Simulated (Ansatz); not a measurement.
Phonon-limited resistivity of NbSi2 (P6_422) against temperature in μΩ·cm, PBEsol, DFPT electron-phonon coupling, linearised Boltzmann equation (Ansatz, a program for electronic structure), harmonic crystal at a fixed cell. x, y and z are the axes of this cell:
```yaml
crystal:
  lattice:
    - [4.77054, 0.00000, 0.00000]
    - [-2.38527, 4.13141, 0.00000]
    - [0.00000, 0.00000, 6.56797]
  atoms:
    - { symbol: Nb, position: [0.50000, 0.50000, 0.66667] }
    - { symbol: Nb, position: [0.00000, 0.50000, 0.33333] }
    - { symbol: Nb, position: [0.50000, 0.00000, 0.00000] }
    - { symbol: Si, position: [0.68097, 0.84049, 0.33333] }
    - { symbol: Si, position: [0.84049, 0.68097, 0.00000] }
    - { symbol: Si, position: [0.15951, 0.84049, 0.66667] }
    - { symbol: Si, position: [0.31903, 0.15951, 0.33333] }
    - { symbol: Si, position: [0.15951, 0.31903, 0.00000] }
    - { symbol: Si, position: [0.84049, 0.15951, 0.66667] }
```

| T | ρ (x, y) | ρ (z) |
|---|---|---|
| 50 K | 0.50 | 0.23 |
| 77 K | … | 1.33 |
| 100 K | … | 2.9 |
| 150 K | 13.6 | 7.5 |
| 200 K | 23 | 12.6 |
| 250 K | 31 | 17.5 |
| 273 K | 35 | 19.8 |
| 300 K | 40 | 22 |
| 350 K | 49 | 27 |
| 400 K | 57 | 32 |
| 500 K | 74 | 41 |
| 600 K | 90 | 50 |

**Question.** Fill in the missing entries.

**Answer.** 
- 77 K, ρ (x, y): 2.5
- 100 K, ρ (x, y): 5.4

A metal at this level (no band gap). Only scattering by harmonic phonons is included (no impurities, grain boundaries, electron-electron scattering or thermal expansion). Spin-orbit coupling is left out. Values near or above 100 μΩ·cm, or paths under about 2 nm, lie near resistivity saturation, where the Boltzmann equation overshoots. Halving the electron mesh (20x20x12) moves the resistivity by up to 3 %. Smearing 0.20 eV; phonons on a 4x4x2 q mesh, which this run doesn't test and which matters most at low temperature.
